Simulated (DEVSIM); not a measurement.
**GaAs n-i-p diode**

Structure: GaAs n-i-p diode, at 400 K.

| layer (left to right) | material | thickness (μm) | Nd (cm⁻³) | Na (cm⁻³) | τn (s) | τp (s) |
|---|---|---|---|---|---|---|
| 1 | GaAs | 0.400 | 1.5e17 | - | 3.2e-8 | 3.2e-8 |
| 2 | GaAs | 0.610 | - | 2.4e11 | 3.2e-8 | 3.2e-8 |
| 3 | GaAs | 1.20 | - | 6e17 | 9.6e-10 | 3.2e-8 |

Left contact: ohmic. Right contact: ohmic. Voltage is applied to the left contact. Recombination: SRH at mid-gap, radiative. Mobility is μmin + (μ − μmin)/(1 + (N/Nref)^α).

The device is made up for the run: typed textbook-type constants, with dimensions and the other settings drawn at random. Values at 300 K; Nc and Nv go as T^1.5, mobilities as T to minus their exponent, the gap by Varshni's rule with the affinity fixed.

| parameter | GaAs |
|---|---|
| gap (eV) | 1.424 |
| affinity (eV) | 4.07 |
| permittivity | 12.9 |
| Nc (cm⁻³) | 4.7e17 |
| Nv (cm⁻³) | 9e18 |
| μn (cm²/Vs) | 8500 |
| μp (cm²/Vs) | 400 |
| μn,min | 500 |
| μp,min | 20 |
| Nref,n | 6e16 |
| Nref,p | 1.5e17 |
| αn | 0.39 |
| αp | 0.38 |
| T exponent of μn | 2.1 |
| T exponent of μp | 2.2 |
| B (cm³/s) | 2e-10 |
| Varshni α (eV/K) | 0.000541 |
| Varshni β (K) | 204 |

Simulated with DEVSIM: 1D drift-diffusion, Boltzmann statistics, complete ionisation; no tunnelling, impact ionisation, image-force lowering or self-heating.

```yaml
potential_step_across_the_device_at_zero_bias: 1.215 V
Dark forward voltage at 1 A/cm²: 0.861 V
Dark forward voltage at 100 A/cm²: 1.029 V
```

Dark reverse current:

```tsv
V (V)	J (A/cm²)
0.10	1.2e-7
0.25	2.3e-7
0.50	3.5e-7
0.75	4.4e-7
1.00	5.1e-7
1.50	6.1e-7
2.00	6.8e-7
2.50	7.3e-7
3.25	7.9e-7
4.00	8.3e-7
5.00	8.8e-7
```

Dark forward current:

```json
[
 {"V (V)": "-0.05", "J (A/cm²)": "-1.3e-7"},
 {"V (V)": "-0.10", "J (A/cm²)": "-4.0e-7"},
 {"V (V)": "-0.15", "J (A/cm²)": "-9.8e-7"},
 {"V (V)": "-0.20", "J (A/cm²)": "-2.2e-6"},
 {"V (V)": "-0.25", "J (A/cm²)": "-5.1e-6"},
 {"V (V)": "-0.30", "J (A/cm²)": "-1.1e-5"},
 {"V (V)": "-0.35", "J (A/cm²)": "-2.6e-5"},
 {"V (V)": "-0.40", "J (A/cm²)": "-5.8e-5"},
 {"V (V)": "-0.45", "J (A/cm²)": "-0.00014"},
 {"V (V)": "-0.50", "J (A/cm²)": "-0.00032"},
 {"V (V)": "-0.55", "J (A/cm²)": "-0.00079"},
 {"V (V)": "-0.60", "J (A/cm²)": "-0.0021"},
 {"V (V)": "-0.65", "J (A/cm²)": "-0.0058"},
 {"V (V)": "-0.70", "J (A/cm²)": "-0.018"},
 {"V (V)": "-0.75", "J (A/cm²)": "-0.057"},
 {"V (V)": "-0.80", "J (A/cm²)": "-0.20"},
 {"V (V)": "-0.85", "J (A/cm²)": "-0.74"},
 {"V (V)": "-0.90", "J (A/cm²)": "-2.8"},
 {"V (V)": "-0.95", "J (A/cm²)": "-11"},
 {"V (V)": "-1.00", "J (A/cm²)": "-45"},
 {"V (V)": "-1.05", "J (A/cm²)": "-180"},
 {"V (V)": "-1.10", "J (A/cm²)": "-660"},
 {"V (V)": "-1.15", "J (A/cm²)": "-2200"}
]
```
